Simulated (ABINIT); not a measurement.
Variants of one calculation on SrTl3 (Pm-3m, 4 atoms in the cell)

```
SrTl3
1.0
    4.94419     0.00000     0.00000
    0.00000     4.94419     0.00000
    0.00000     0.00000     4.94419
Sr Tl
1 3
Direct
  0.00000   0.00000   0.00000
  0.00000   0.50000   0.50000
  0.50000   0.00000   0.50000
  0.50000   0.50000   0.00000
```

Base run A: LDA (PW92), norm-conserving pseudopotentials (PseudoDojo nc-sr-04 LDA standard) (ABINIT), self-consistent single point.

Its settings: pseudos = [Sr.upf, Tl.upf]; ecut = 34 Ha; occopt = 3; tsmear = 0.00367493 Ha; ngkpt = 5 5 5; nshiftk = 1; shiftk = 0 0 0; potentials = PseudoDojo nc-sr-04 LDA standard; nband = 33; kptopt = 1; nstep = 80; tolvrs = 1e-12.

The starting cell comes from a database of computed structures (which also holds hypothetical and non-ambient phases and stackings), without a prior relaxation at this level.

ΔF is the free energy per atom less that of run A. A dash stands where there is no value to compare (another energy zero or no entropy term, no result, no spin, no clean gap, or a mesh too coarse for one). 

Runs:
- B: boxcutmin: default → 1.7321
- C: ecut: 34 Ha → 20 Ha
- D: tsmear: 0.00367493 Ha → 0.00183747 Ha
- E: tolvrs: 1e-12 → default; toldfe: default → 3.7e-05 Ha
- F: nband: 33 → 25
- G: ngkpt: 5 5 5 → 6 6 6
- H: ecutsm: default → 0.5 Ha
- I: tsmear: 0.00367493 Ha → 0.00734986 Ha
- J: tolvrs: 1e-12 → default; toldfe: default → 0.0001 Ha
- K: diemac: default → 5

| run | ΔF (meV/atom) | pressure (GPa) | k-points | ending |
|---|---|---|---|---|
| A | 0.00 | -2.87 | 10 | converged |
| B | 0.00 | -2.87 | 10 | converged |
| C | 386.0 | -18.01 | 10 | converged |
| D | 7.3 | -2.92 | 10 | converged |
| E | 0.00 | -2.75 | 10 | converged |
| F | – | – | 10 | not converged |
| G | 1.86 | -2.96 | 20 | converged |
| H | 0.02 | -2.86 | 10 | converged |
| I | -30.7 | -2.72 | 10 | converged |
| J | 0.00 | -2.75 | 10 | converged |
| K | 0.00 | -2.87 | 10 | converged |

Run D against A: The free energy goes up by 7.3 meV/atom and the pressure hardly changes (-2.87 to -2.92 GPa).

Run G against A: The free energy goes up by 1.9 meV/atom and the pressure hardly changes (-2.87 to -2.96 GPa).
